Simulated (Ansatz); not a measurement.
AlN (model structure, started from the HgO type, Fm-3m, No. 225, 6 atoms in the cell; like a known high-pressure phase) was calculated with r²SCAN+rVV10 in Ansatz (PAW).

Settings: plane-wave cutoff 560 eV, 12×12×4 k mesh (along the axes of the cell as run), Fermi–Dirac smearing 0.01 eV, scalar-relativistic PAW data made under PBE.

Cell (relaxed at this level):

```xyz
6
Lattice="2.8519 0.0000 0.0000 -1.4260 2.4698 0.0000 0.0000 0.0000 6.9857" Properties=species:S:1:pos:R:3 pbc="T T T"
Al     0.4753     0.8233     3.4929
Al     1.9013     0.0000     5.8214
Al    -0.9506     1.6465     1.1643
N      0.4753     0.8233     0.0000
N      1.9013     0.0000     2.3286
N     -0.9506     1.6465     4.6571
```

**Question.** Give the computed band gap and smallest direct gap on the k points sampled.

**Answer.** 
- band gap = 5.54 eV (indirect)
- smallest direct gap on the k points sampled = 6.56 eV

Static lattice: no zero-point or thermal effects.

Computing time: around 22 core-seconds (rough).

A model structure was made by putting elements into a prototype or built by hand; it is no filed structure, need not be a known phase, and can be a saddle point held by its symmetry.

Ansatz is a first-principles code.
